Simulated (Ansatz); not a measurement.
For LaC2 (I4/mmm, No. 139), PBEsol in Ansatz (plane waves, PAW) gives:

```
Item                   Value
-------------------  -------
lattice parameter a  3.892 Å
lattice parameter c  6.529 Å
```

### Question
What does r²SCAN-D4 in Ansatz (plane waves, PAW) give for the same quantities?

### Answer

- lattice constant a: 3.941 Å (goes up by 1.3 %)
- lattice parameter c: 6.562 Å (increases by 0.5 %)

Changes are worked out from the printed values.

Unless a cell is named, each level is at its own relaxed cell (PBEsol 16.48, r²SCAN-D4 16.98 Å³/atom).

Ansatz's density-functional and Hartree–Fock values are scalar-relativistic unless marked +SOC, with PAW data made under PBE.

Ansatz is a first-principles code.
